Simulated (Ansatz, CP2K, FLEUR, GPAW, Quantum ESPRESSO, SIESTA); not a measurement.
# One structure in several programs: Ni2Sn4Au (R-3m, 7 atoms in the cell)

Self-consistent single point, at a second geometry (lattice scaled by 0.98). First geometry:

```
CELL_PARAMETERS angstrom
      2.11965     1.22378     8.87447
     -2.11965     1.22378     8.87447
      0.00000    -2.44756     8.87447
ATOMIC_POSITIONS crystal
  Ni 0.40060 0.40060 0.40060
  Ni 0.59940 0.59940 0.59940
  Sn 0.29951 0.29951 0.29951
  Sn 0.70049 0.70049 0.70049
  Sn 0.11098 0.11098 0.11098
  Sn 0.88902 0.88902 0.88902
  Au 0.50000 0.50000 0.50000
```

Shared settings, as Ansatz (a quantum-chemistry and plane-wave program) writes them: kpoints.mp_grid.grid = 4 4 4; scf.occupations.method = fermi_dirac; scf.occupations.width = 0.0073 Ry. Potentials and cutoffs stand in the table.

```tsv
code	model	ΔF from the first geometry (meV/atom)	pressure (GPa)	largest force (eV/Å)	cutoff
SIESTA	GGA PBEsol, numerical atomic orbitals TZP, PseudoDojo PBEsol standard norm-conserving potentials (rewritten from UPF to PSML)	12.8	5.48	0.378	grid 300 Ry
FLEUR	PBEsol, all-electron FLAPW (FLEUR), scalar-relativistic valence	14.8	–	–	Kmax 4.4 1/bohr
CP2K	PBEsol, GPW, DZVP-MOLOPT-SR-GTH basis, GTH-PBE potentials (GTH_POTENTIALS)	57.0	11.95	0.176	grid 600 Ry
GPAW	PBEsol, GPAW PAW datasets PBEsol (made by gpaw-setup)	12.9	5.33	0.153	800 eV
Ansatz	PBEsol, PAW files made with PBE	13.0	5.32	0.177	default
Quantum ESPRESSO	PBEsol, GBRV 1.5 ultrasoft (PBESOL) pseudopotentials	13.3	3.45	0.188	50 Ry
```

For Quantum ESPRESSO (by 1.9 GPa) the energy change implies a higher mean pressure, against the two pressures, than for the other programs: a sign of finite-basis (Pulay) stress.

Size of the force on each atom (eV/Å): Sizes of forces hide their directions.

```csv
code,Ni1,Ni2,Sn3,Sn4,Sn5,Sn6,Au7
SIESTA,0.007,0.007,0.049,0.049,0.378,0.378,0.000
CP2K,0.043,0.043,0.018,0.018,0.176,0.176,0.000
GPAW,0.145,0.145,0.006,0.006,0.153,0.153,0.000
Ansatz,0.076,0.076,0.013,0.013,0.177,0.177,0.000
Quantum ESPRESSO,0.070,0.070,0.015,0.015,0.188,0.188,0.000
```

A dash marks a value that a program does not give, or that is left out as unsure.

On Ansatz's run: spin-orbit coupling is off. Spin polarisation is off.

The spread over the programs that give each value: ΔF from the first geometry within 44.2 meV/atom; pressure within 8.50 GPa; largest force within 0.225 eV/Å.

SIESTA and CP2K use small atom-centred bases, whose incompleteness enters pressures, forces and empty levels differently from a plane-wave cutoff. FLEUR treats all electrons, but the usual bases taken here (sphere radii, linearisation, local orbitals, empty states) were not tested for convergence, so the values are no reference for the others. Ansatz's pressure is given at a fixed set of plane waves, as the other plane-wave codes print theirs. In the pressure, CP2K (by 6.63) and Quantum ESPRESSO (by 1.87) lie more than 1 GPa from the median of the plane-wave programs. In the force vectors, SIESTA (by 0.201) lies more than 0.08 eV/Å from the median of the plane-wave programs.

The shared mesh is coarse (it stands for a supercell whose shortest vector is 17 Å), so the values are not converged in it.

The starting cell comes from a database of computed structures (which also holds hypothetical and non-ambient phases and stackings), without a prior relaxation at this level. For this run, on top of that: lattice scaled by 0.98.

Keys are those of Ansatz 0.2.
